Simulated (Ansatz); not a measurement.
Consider Hf in the hcp (Mg type) structure (space group P6_3/mmc, No. 194; a = 3.1979 Å, c = 5.0473 Å). Axes: x lies along a and z along c of the hexagonal cell.

Calculations: DFT with r2SCAN, PAW potentials and a 500 eV plane-wave cutoff in Ansatz (a program for electronic structure), spin-orbit coupling left out.

For the base:

```
Item                            Result
-----------------------------  -------
Shortest interatomic distance  3.127 Å
Band gap                          zero
```

It is then changed as follows: a free-standing slab of 2 layers (2 atoms, 1 a layer) is cut normal to the z axis, with 15 Å of vacuum and the in-plane cell held at bulk.

### Question
How does this affect the excess energy per area of both faces?

### Answer
The excess energy per area of both faces (slab less bulk energy over the cell's area: twice a surface energy) amounts to 3.70 J/m² (uncertain by up to 0.04 J/m²).

### Question
How does this affect the shortest interatomic distance?

### Answer
The shortest interatomic distance drops by 0.208 Å, from 3.127 Å to 2.919 Å.

### Question
What happens to the band gap?

### Answer
The band gap is still zero.

The excess energy carries the mismatch between the slab's and the bulk's meshes. No phonon test of stability was made. The final runs are not spin-polarised.
